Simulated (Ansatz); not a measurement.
## Variants of one calculation on Li5MnO4 (P1, 20 atoms in the cell)

```
Li5MnO4
1.0
    4.60692     0.00000     0.00000
    0.00000     4.55648     4.81032
    0.00000    -4.55648     4.81032
Li Mn O
10 2 8
Cartesian
  2.30034  -1.86685   7.12809
  2.18837   1.92652   7.24114
  4.46062  -1.94448   2.41797
  0.12670   1.91604   2.32213
  2.01692   1.94742   4.78765
  2.66008  -2.00001   4.84336
  0.27237  -2.59387   4.70065
  4.25973   2.58766   4.79141
  2.35115  -0.00411   9.46752
  0.08655   0.02314   4.67633
  0.04430   0.02416   7.24183
  2.31255   0.02962   2.47433
  3.29425   1.14859   3.55858
  1.35216  -1.08405   3.56885
  3.60069  -3.37530   3.55989
  0.92383   3.30502   3.55876
  0.64156   1.26563   6.07547
  3.99009  -1.23537   5.99047
  1.64276  -3.30309   5.92608
  2.93727   3.23336   6.03085
```
Moments meant for the start (each program seeds them in its own way; μB, in the order of the atoms Li Li Li Li Li Li Li Li Li Li Mn Mn O O O O O O O O): 0.0 0.0 0.0 0.0 0.0 0.0 0.0 0.0 0.0 0.0 4.0 4.0 0.0 0.0 0.0 0.0 0.0 0.0 0.0 0.0.

Base run A: PBEsol, default PAW files made with PBE run with Ansatz (a program for electronic structure), self-consistent single point.

Its settings: basis.ecutwfc = 420 eV; kpoints.mp_grid.grid = 6 4 4; hamiltonian.xc = pbesol; hamiltonian.pseudopotentials = {kind: paw} (the program's default PAW files); magnetization.spin_polarized = true; scf.occupations.method = gaussian; scf.occupations.width = 0.02 eV.

The starting cell comes from a database of computed structures (which also holds hypothetical and non-ambient phases and stackings), without a prior relaxation at this level. Its atoms were displaced at random from the sites of space group no. 41. The magnetic order is the one reached from the typed start; others were not searched systematically. In the base run, with a pressure of about -4 GPa the cell is away from its equilibrium volume at this level. In the base run, forces exceed 1 eV/Å. Ansatz's pressure includes its estimate of the finite-basis (Pulay) stress.

ΔF is the free energy per atom less that of run A. 

Run A gave: pressure (GPa) -3.64; largest force (eV/Å) 1.330; gap on the mesh (eV) 0.721; size of the net moment (μB/atom) 0.40; k-points 52.

Runs:
- B: crystal.symmetry.detect: default → false
- C: scf.convergence.dr2_threshold: default (1e-07 eV) → 0.01 eV
- D: kpoints.mp_grid.shift: default → 0 0 0.5
- E: scf.mixing.algorithm: default (the program chose MSR1) → broyden
- F: scf.mixing.algorithm: default (the program chose MSR1) → broyden; scf.mixing.beta: default → 0.7
- G: scf.mixing.preconditioner: default (the program chose Resta) → resta; scf.mixing.eps_inf: default → 5

**Question.** What does run D change against A?

**Answer.** The free energy hardly moves (within 1 meV/atom), the pressure stays at -3.64 GPa, the largest force stays at 1.330 eV/Å, the gap on the mesh goes from 0.721 to 0.744 eV and the size of the net moment stays at 0.40 μB/atom.

| run | ΔF (meV/atom) | pressure (GPa) | largest force (eV/Å) | gap on the mesh (eV) | size of the net moment (μB/atom) | k-points |
|---|---|---|---|---|---|---|
| A | 0.00 | -3.64 | 1.330 | 0.721 | 0.40 | 52 |
| B | 0.00 | -3.64 | 1.330 | 0.721 | 0.40 | 52 |
| C | 0.00 | -3.65 | 1.330 | 0.720 | 0.40 | 52 |
| D | 0.00 | -3.64 | 1.330 | 0.744 | 0.40 | 48 |
| E | 0.00 | -3.64 | 1.330 | 0.721 | 0.40 | 52 |
| F | 0.00 | -3.64 | 1.330 | 0.721 | 0.40 | 52 |
| G | 0.00 | -3.64 | 1.330 | 0.721 | 0.40 | 52 |

Keys are those of Ansatz 0.2.
